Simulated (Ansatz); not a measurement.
This Ansatz (an electronic-structure program) input is the reference run, W in the bcc (W type) structure (space group Im-3m, No. 229), computed with PBE (Ansatz; PAW; 420 eV plane waves; no SOC):

Ansatz 0.2 input:
```yaml
crystal:
  lattice:
    - [-1.5917582663, 1.5917582663, 1.5917582663]
    - [1.5917582663, -1.5917582663, 1.5917582663]
    - [1.5917582663, 1.5917582663, -1.5917582663]
  atoms:
    - { symbol: W, position: [0, 0, 0] }
basis: { ecutwfc: 420, ecutrho_ratio: 4, xc_grid: 2, fft_grid_basis: typed }
kpoints: { mp_grid: { grid: [20, 20, 20] } }
hamiltonian:
  xc: pbe
  dispersion: none
  pseudopotentials: { kind: paw }
scf: { occupations: { method: fermi_dirac, width: 0.05 }, convergence: { dr2_threshold: 0.0000000001 } }
output: { forces: true, stress: true }
checkpoint: { write: state.ck, write_every: 1000 }
```

**Question.** Write the input for this change: a negative pressure, −1 GPa.

**Answer.** 
Ansatz 0.2 input:
```yaml
crystal:
  lattice:
    - [-1.5917582663, 1.5917582663, 1.5917582663]
    - [1.5917582663, -1.5917582663, 1.5917582663]
    - [1.5917582663, 1.5917582663, -1.5917582663]
  atoms:
    - { symbol: W, position: [0, 0, 0] }
basis: { ecutwfc: 420, ecutrho_ratio: 4, xc_grid: 2, fft_grid_basis: typed }
kpoints: { mp_grid: { grid: [20, 20, 20] } }
hamiltonian:
  xc: pbe
  dispersion: none
  pseudopotentials: { kind: paw }
scf: { occupations: { method: fermi_dirac, width: 0.05 } }
relax: { f_tol: 0.01, max_steps: 60, cell: { stress_tol: 0.02, p_target: -1.0 } }
output: { forces: true, stress: true }
checkpoint: { write: state.ck, write_every: 1000 }
```
This is the input that was run.

Load acts through the strain it causes; cell and atoms are relaxed under it. Whether these cells are dynamically stable was not tested. The final runs are not spin-polarised.
